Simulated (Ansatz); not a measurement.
The (110) surface of litharge SnO in its 1x1 cell (cut with top plane 2 Sn, bottom plane 2 Sn), relaxed from an ideal cut (the real face may reconstruct), outermost plane spacing 1.36 Å in the ideal cut (one of several cuts of this face), with 2 Sn a cell over the bulk's ratio

The numbers are results of PBE with D3(BJ) dispersion (plane waves to 420 eV, PAW; Ansatz, a program for electronic structure), not measurements.

Model: 18-atom slab, O8Sn10, 10.8 Å thick at the start, 6x5x1 mesh, Fermi-Dirac 0.025 eV, dipole correction, all atoms relaxed; held to the start's symmetry, so lower structures may exist; no spin (no spin-polarised run to compare, though such a face may carry moments), no spin-orbit, no U. The slab shows no gap on its mesh.

| Item | Value |
|---|---|
| work function of the top face | 4.07 eV |
| energy released by relaxation | 0.061 eV |
| cost | very roughly 4 core-minutes |
